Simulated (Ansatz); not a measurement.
Li2O (antifluorite type), cell Li64O32, with the crystal as the starting point [in the run: it stayed crystalline; mean temperature 1302 K (target 1280 K)]; MD at a mean temperature of 1302 K and a mean pressure of 1.1 GPa, 1.4 ps sampled (in preparation the cell's shape was held), k-points: Γ only, no spin polarisation or spin-orbit coupling.

Prepared at the same level. The cell wasn't fully relaxed to the target pressure: the run's mean is 1.1 GPa. On the run's last frame a denser k-mesh moved the forces by 0.003 eV/Å rms, the static pressure by -0.01 GPa and the free energy by -1 meV/atom, which is about how far such values are converged. Warnings of the run: stress scf threshold loose, symmetry auto disabled.

What is the computed Li-O-Li angle; density (r2SCAN run with Ansatz, a program for electronic structure)?


The Li-O-Li angle is mean 101°, spread 33°, most frequent near 70° and the density is 1.85 g/cm³.
